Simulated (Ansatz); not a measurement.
Start from Ge in the diamond structure (space group Fd-3m, No. 227; a = 5.6744 Å). Axes: x, y, z lie along the cube axes.

It is then changed as follows: tensile biaxial strain of 0.50 % in the plane normal to [001], as in epitaxy on a mismatched substrate; the out-of-plane cell vector and the atoms relax.

The values are results of r2SCAN/PAW in Ansatz (a quantum-chemistry and plane-wave program), scalar-relativistic without spin-orbit coupling, not measurements.

Q: Give the band edges at the high-symmetry points of the new zone, measured from its valence-band maximum.

A: 
```tsv
point	valence edge (eV)	conduction edge (eV)
Γ	0.00	0.25
X	-3.19	0.98
P	-4.02	4.67
N	-1.46	0.37
M	-3.25	0.91
S	-2.82	1.31
S₀	-2.82	1.31
R	-4.02	4.51
G	-4.02	4.51
```

The gap is 0.25 eV, direct at Γ.

No phonon test of stability was made. The real Ge has an indirect gap at ambient pressure; r2SCAN orders its close-lying valleys differently. The zero or small gap of Ge under biaxial strain +0.50 %, plane normal [001], relaxed out of plane can change with the level of theory. k-point labels follow each cell's own Brillouin zone.
